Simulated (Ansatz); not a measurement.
The reference is ZnS in the zinc blende structure (space group F-43m, No. 216).

```
CELL_PARAMETERS angstrom
      0.00000     2.67826     2.67826
      2.67826     0.00000     2.67826
      2.67826     2.67826     0.00000
ATOMIC_POSITIONS crystal
  S  0.25000 0.25000 0.25000
  Zn 0.00000 0.00000 0.00000
```

All numbers come from Ansatz (an electronic-structure program) PBEsol, spin-orbit coupling left out.

One change was made to it. Results:

```csv
quantity,base,after
band gap,2.09 eV,zero
lattice parameter a,5.357 Å,5.876 Å
```

Which change produced these results?
A. S → Se
B. Zn → Cd
C. Zn → Hg
D. S → Pt

C, Zn → Hg. For comparison, the lattice parameter a in the other runs: S → Se gives 5.634 Å; S → Pt gives 5.563 Å; Zn → Cd gives 5.824 Å.

With Hg and Pt present, leaving out spin-orbit coupling can change the band edges. Stability against distortions was not tested. As relaxed here, ZnPt is a hypothetical phase, not in the database extracts checked. All final runs are without spin polarisation. A zero or small gap of HgS can be the functional's error rather than a property of the material.
